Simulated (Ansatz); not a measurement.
TiSi2 (Fddd, No. 70)

All values below come from PBE (plane waves, PAW; Ansatz, an electronic-structure program).

Run with plane-wave cutoff 520 eV, 16×16×16 k mesh, Fermi–Dirac smearing 0.05 eV, no spin polarisation, scalar-relativistic PAW data made under PBE.

Cell: relaxed at this level.

```json
{
  "bulk modulus B0": "140 GPa"
}
```

Note: the bulk modulus is −V dP/dV from two relaxed cells at ±2 % in volume.

Computed values are for the static lattice.
